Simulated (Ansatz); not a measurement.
Consider Cu in the fcc (Cu type) structure (space group Fm-3m, No. 225; relaxed with 0.1 eV smearing).

```xyz
1
Lattice="0.0000 1.7884 1.7884 1.7884 0.0000 1.7884 1.7884 1.7884 0.0000" Properties=species:S:1:pos:R:3 pbc="T T T"
Cu     0.0000     0.0000     0.0000
```

Cartesian axes are those of the cell as printed.

Computed with Ansatz (an electronic-structure program), r2SCAN, PAW, cutoff 500 eV, spin-orbit coupling left out.

Before the change:

* **Volume per atom**: 11.44 Å³

Modification: biaxial strain +1.00 %, plane normal [001], relaxed out of plane (Cartesian); in-plane vectors clamped, the third vector and the atoms free.

**Question.** Predict the new energy relative to the base.

**Answer.** The energy rises by 0.9 meV/atom.

**Question.** What does the calculation give for the in-plane stress after the change?

**Answer.** The mean in-plane stress (compression positive) is -1.3 GPa.

**Question.** What happens to the volume per atom?

**Answer.** The volume per atom increases by 0.06 Å³ (11.44 Å³ → 11.50 Å³).

Stability against distortions was not tested. The final runs are not spin-polarised.
